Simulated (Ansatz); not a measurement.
**WC: response to strain**

Start from WC (space group P-6m2, No. 187; a = 2.9131 Å, c = 2.8358 Å; relaxed with 0.1 eV smearing). Axes: x lies along a and z along c of the hexagonal cell.

Strains are applied to the cell and any free atomic positions relax; under biaxial strain the out-of-plane vector relaxes too; under stress the whole cell relaxes.

The values are results of DFT with r2SCAN, PAW potentials and a 500 eV plane-wave cutoff in Ansatz (a first-principles code), spin-orbit coupling left out, earlier PAW set, not measurements.

Notes on the quantities. pressure: mean of the normal stresses, compression positive.

```csv
variant,pressure,space group,volume per atom
base,0.0 GPa,P-6m2 (No. 187),10.42 Å³
"biaxial strain −1.94 %, plane normal [001], relaxed out of plane",12.9 GPa,P-6m2 (No. 187),10.09 Å³
"biaxial strain −1.50 %, plane normal [001], relaxed out of plane",9.8 GPa,P-6m2 (No. 187),10.17 Å³
"biaxial strain +0.18 %, plane normal [001], relaxed out of plane",-1.1 GPa,P-6m2 (No. 187),10.45 Å³
"biaxial strain +2.36 %, plane normal [001], relaxed out of plane",-13.0 GPa,P-6m2 (No. 187),10.83 Å³
isotropic strain −3.88 %,61.6 GPa,P-6m2 (No. 187),9.25 Å³
isotropic strain −0.89 %,11.5 GPa,P-6m2 (No. 187),10.14 Å³
isotropic strain +1.75 %,-18.9 GPa,P-6m2 (No. 187),10.98 Å³
uniaxial strain ε_yy = −2.01 %,8.2 GPa,Amm2 (No. 38),10.21 Å³
"uniaxial stress, 5 GPa tension along x",–,Amm2 (No. 38),10.47 Å³
```

Stability under load was not tested beyond the relaxation. All final runs are without spin polarisation.
